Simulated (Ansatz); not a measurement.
# WSi2: isotropic strain −1.50 %

Take WSi2 (space group I4/mmm, No. 139; a = 3.202 Å, c = 7.818 Å; relaxed with 0.1 eV smearing) as the base.

The change: every lattice vector is shortened by 1.50 %; the atoms relax in the strained cell.

All numbers come from Kohn–Sham DFT with the PBEsol functional, run in Ansatz (an electronic-structure program) with PAW and 420 eV plane waves, no SOC. Settings: 25×25×25 k-points, 0.1 eV Fermi–Dirac smearing.

```csv
quantity,base,changed,shift
volume per atom,13.36 Å³,12.77 Å³,-0.59 Å³
space group,I4/mmm (No. 139),I4/mmm (No. 139),–
shortest interatomic distance,2.588 Å,2.560 Å,-0.028 Å
energy relative to the base (free energy F),0 meV/atom,+21 meV/atom,+21 meV/atom
band gap,zero,zero,–
```

Final structure:

```
CELL_PARAMETERS angstrom
     -1.57717     1.57717     3.85022
      1.57717    -1.57717     3.85022
      1.57717     1.57717    -3.85022
ATOMIC_POSITIONS crystal
  Si 0.66621 0.66621 0.00000
  Si 0.33379 0.33379 0.00000
  W  0.00000 0.00000 0.00000
```

Stability against distortions was not tested. The final runs are not spin-polarised.
